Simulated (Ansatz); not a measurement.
Density of states of MgO (Fm-3m) above the conduction band minimum, Ansatz (a program for electronic structure) with HSE06, rigid bands; cell volume 18.7 Å³.

| energy from edge (eV) | 10⁻³ states/eV/cell |
|---|---|
| 0.006 | 1.99 |
| 0.031 | 4.80 |
| 0.056 | 6.52 |
| 0.081 | 7.97 |
| 0.106 | 9.14 |
| 0.131 | 10.2 |
| 0.156 | 11.3 |
| 0.181 | 12.5 |
| 0.206 | 13.4 |
| 0.231 | 14.3 |
| 0.256 | 15.2 |
| 0.281 | 16.4 |
| 0.319 | 17.3 |
| 0.344 | 18.3 |
| 0.369 | 19.1 |
| 0.394 | 20.1 |
| 0.419 | 21.2 |
| 0.444 | 21.7 |
| 0.469 | 22.6 |
| 0.494 | 23.5 |
| 0.519 | 24.2 |
| 0.544 | 25.0 |
| 0.569 | 26.0 |
| 0.594 | 27.0 |

### Question
What effective density of states at 300 K does this give (∫ g(E) exp(−E/k_BT) dE, both spins, divided by the cell's size)?

### Answer
5.4e18 cm⁻³, a density-of-states mass of 0.36 mₑ, valleys and band degeneracy included.

Spin-orbit coupling is left out. Geometry: cell and atoms relaxed with PBEsol.
